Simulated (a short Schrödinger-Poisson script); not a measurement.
System: symmetric double-gate stack, SiO2 on p-type Si(100), at 77 K.

| layer | material | thickness (nm) | Na (cm⁻³) |
|---|---|---|---|
| 1 | SiO2 | 1.1 | - |
| 2 | Si | 10 | 2e16 |
| 3 | SiO2 | 1.1 | - |

The device is made up for the run: typed textbook-type constants, with dimensions and the other settings drawn at random. SiO2: permittivity 3.9, conduction-band edge (eV) 3.15, gap (eV) 9, electron mass (mₑ) 0.5. Si: permittivity 11.7, conduction-band edge (eV) 0, gap (eV) 1.124, Nv at 300 K (cm⁻³) 3.1e19.

Channel valleys (confinement mass, in-plane density-of-states mass, number): Δ2 0.916, 0.19, 2; Δ4 0.19, 0.417, 4. At the gates, both at one voltage, the conduction-band edge of layer 1 lies 3.42 eV − eVg above the Fermi level of the channel. Gaps are held at their typed values at every temperature. Mesh 0.03 nm at interfaces.

Solved with a short Schrödinger-Poisson script written for these runs: 1D Poisson equation in equilibrium, electrons quantum, Hartree (BenDaniel-Duke, 12 states a valley, the channel's in-plane mass for all, wave functions ending at the dielectric), parabolic valleys, classical holes, full ionisation, no traps, pinning or gate leakage.

### Question
List the lowest subbands of each valley and their electrons at Vg = 0.95 V.

### Answer
| valley | subband | energy from the Fermi level (meV) | electrons (cm⁻²) | share (%) |
|---|---|---|---|---|
| Δ2 | 0 | -45.4 | 7.20e12 | 41.0 |
| Δ2 | 1 | -45.2 | 7.18e12 | 40.9 |
| Δ2 | 2 | 5.1 | 3.99e11 | 2.3 |
| Δ4 | 0 | 1.4 | 2.73e12 | 15.5 |
| Δ4 | 1 | 39.0 | 1.29e10 | 0.1 |
| Δ4 | 2 | 133.5 | < 1e6 | 0.0 |

All electrons: 1.76e13 cm⁻².
